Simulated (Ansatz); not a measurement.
Smallest direct gap on the k points sampled of Cd2TeSe (P-4m2, No. 115, 4 atoms in the cell; start mp-1226952) at several levels of theory

No measured value is used here.

```tsv
level (code)	value (eV)
LDA (Ansatz)	0.26
PBEsol+SOC (Ansatz)	0.19
HSE06+SOC (Ansatz)	1.14
PBE0 (Ansatz)	1.97
```

Computed values are for a static lattice. Spin–orbit coupling is included only where a level's name says +SOC; with heavier elements it mostly lowers gaps and can invert bands.  Values are at the PBEsol cell. Cutoffs and k meshes differ between the levels. Ansatz's density-functional and Hartree–Fock values are scalar-relativistic unless marked +SOC, with PAW data made under PBE.

A start named mp-… is a Materials Project structure, which need not be a measured phase.

Ansatz is a first-principles code.
